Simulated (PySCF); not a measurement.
PySCF 2.14.0, PBE0/def2-svp, df: Y(NH2)(Me)2 ([CH3][Y]([CH3])[NH2]), 12 atoms. The geometry is a generated start, not checked to be a minimum at this level.

```json
{
 "task": "energy",
 "method": "pbe0",
 "basis": "def2-svp",
 "two_electron_scheme": "density fitting",
 "mol.max_memory": "16000 MB",
 "mf.max_cycle": "100",
 "mf.conv_tol": "1e-09 (default)",
 "mf.grids.level": "3 (default)",
 "effective_core_potentials": "those of the basis set, past Kr",
 "basis_functions": "113",
 "grid_points": "142480"
}
```

It runs on a single node (Arm Neoverse V2, 96 cores on 1 socket, no SMT, 1 L3 cache group).

Each time is the median wall time of two to five repeats, run one at a time on the otherwise empty machine; start-up is included. Processes are pinned to neighbouring cores unless said otherwise. Build: PyPI wheel: OpenMP (GNU), a bundled serial OpenBLAS 0.3.3 under its C layer, NumPy's threaded OpenBLAS held to generic ARMv8 kernels, libcint, Libxc. Other compilers and libraries give other times. Scratch files lie in a memory file system.

All on 16 threads, 1 BLAS thread. Base settings, kept where nothing else is said: mf.init_guess = minao (default), mf.DIIS = CDIIS (default), mf.diis_space = 8 (default), mf.level_shift = 0 (default), mf.damp = 0 (default), mf.diis_start_cycle = 1 (default), mf.diis = true (default), newton = off (default). The settings tried:
- mf.level_shift = 0.2 Hartree
- mf.diis_space = 4
- newton = Hessian by the SCF's own integrals
- mf.init_guess = huckel
- the base settings
- mf.damp = 0.7, mf.diis_start_cycle = 999, mf.diis = false
- mf.damp = 0.5, mf.diis_start_cycle = 5
- mf.DIIS = EDIIS
- mf.DIIS = ADIIS
- mf.diis_space = 16
- mf.init_guess = atom
- mf.init_guess = 1e
- mf.level_shift = 0.5 Hartree

**Question.** Which of them ends in the fewest Fock builds (products with the orbital Hessian counted alike), and which in the least time?

**Answer.** Fewest Fock builds (products with the orbital Hessian counted alike), with those close behind: the base settings (13); mf.diis_space = 16 (13); mf.init_guess = atom (14); mf.diis_space = 4 (14); mf.damp = 0.5, mf.diis_start_cycle = 5 (14). Shortest time: the base settings, 1.9 s; level within 8 % or the scatter of repeats: mf.diis_space = 16; mf.init_guess = atom; mf.diis_space = 4; mf.damp = 0.5, mf.diis_start_cycle = 5. No convergence: mf.DIIS = EDIIS (without SCF convergence in 100 cycles).

```
setting                                                    Fock builds (products with the orbital Hessian counted alike)  SCF cycles      wall time
---------------------------------------------------------  -------------------------------------------------------------  ----------  -------------
the base settings                                                                                                     13          11          1.9 s
mf.diis_space = 16                                                                                                    13          11          1.9 s
mf.damp = 0.5, mf.diis_start_cycle = 5                                                                                14          12          2.0 s
mf.diis_space = 4                                                                                                     14          12          2.0 s
mf.init_guess = atom                                                                                                  14          12          2.0 s
mf.init_guess = huckel                                                                                                15          13          2.1 s
mf.level_shift = 0.2 Hartree                                                                                          19          17          2.4 s
mf.init_guess = 1e                                                                                                    19          17          2.5 s
mf.DIIS = ADIIS                                                                                                       20          18          2.6 s
mf.damp = 0.7, mf.diis_start_cycle = 999, mf.diis = false                                                             29          27          3.3 s
mf.level_shift = 0.5 Hartree                                                                                          33          31          3.6 s
newton = Hessian by the SCF's own integrals                                                                           43           —          5.3 s
mf.DIIS = EDIIS                                                                                                      101         100  not converged
```
